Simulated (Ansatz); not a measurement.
Consider SnTe in the rock salt structure (space group Fm-3m, No. 225).

```
SnTe
1.0
    0.00000     3.11741     3.11741
    3.11741     0.00000     3.11741
    3.11741     3.11741     0.00000
Sn Te
1 1
Cartesian
  0.00000   0.00000   0.00000
  3.11741   3.11741   3.11741
```

Method: LDA (Ansatz, a quantum-chemistry and plane-wave program, PAW, no spin-orbit coupling).

For the base:

- Volume per atom: 30.30 Å³

It is then changed as follows: hydrostatic tension (pressure −2 GPa).

Question: What happens to the volume per atom?

Answer: The volume per atom grows by 1.36 Å³, from 30.30 Å³ to 31.66 Å³.

Load acts through the strain it causes; cell and atoms are relaxed under it. No phonon test of stability was made.
